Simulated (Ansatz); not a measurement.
The slab is Si(100) 2x1 dimer surface, one row of 4 dimers, 5 layers, bottom layer H-capped and fixed, every top atom capped by Br; cell 7.7 x 15.3 Å; about 7 Å thick over its heavy atoms, 24 atoms held; the lower dihydride is canted and the layers over it are shifted sideways by a few tenths of an Å, alike in all states. These are PBE-D3(BJ) (plane waves to 420 eV, PAW; Ansatz, an electronic-structure program) values and carry that method's errors. k mesh 2 x 1 x 1. The slab states were run without spin polarisation. No spin-orbit coupling. Results hold for this slab, coverage and mesh. Barriers come from a climbing-image nudged elastic band between relaxed ends, or a saddle search from its top (force threshold 0.05 eV/Å), without zero-point or thermal terms. A partial Hessian shows a single imaginary mode at the top, within the atoms moved. The relaxed ends are local minima reached from one prepared geometry each.

Elementary step: SiH4 swaps its H for the surface Br.

Start:

```csv
atom,x (Å),y (Å),z (Å)
Si(7),4.707,6.402,6.390
Si(32),1.667,8.319,7.594
Si(34),4.078,8.320,7.597
Si(38),4.707,10.234,6.389
Br(60),4.804,8.286,9.707
Si(a0),3.363,10.678,12.926
H(a1),2.577,9.825,11.990
H(a2),3.082,10.269,14.336
H(a3),4.821,10.509,12.651
H(a4),2.985,12.110,12.742
```

End:

```
atom    x (Å)   y (Å)   z (Å)
------  -----  ------  ------
Si(7)   4.693   6.423   6.389
Si(32)  1.666   8.316   7.593
Si(34)  4.077   8.318   7.647
Si(38)  4.694  10.205   6.383
Br(60)  5.269   8.045  11.929
Si(a0)  3.780   9.608  12.524
H(a1)   4.602   8.300   9.047
H(a2)   3.088   9.135  13.754
H(a3)   4.523  10.868  12.798
H(a4)   2.819   9.785  11.406
```

Give the geometry at the top of the path.


```
atom    x (Å)  y (Å)  z (Å)
------  -----  -----  -----
Si(7)    4.70   6.49   6.49
Si(32)   1.61   8.32   7.59
Si(34)   3.99   8.42   7.82
Si(38)   4.72  10.22   6.42
Br(60)   4.53   7.16   9.87
Si(a0)   3.87   9.33  10.90
H(a1)    3.81   9.53   9.09
H(a2)    3.46   8.52  12.09
H(a3)    5.26   9.82  11.09
H(a4)    2.84  10.41  10.82
```
It lies 1.77 eV over the start.
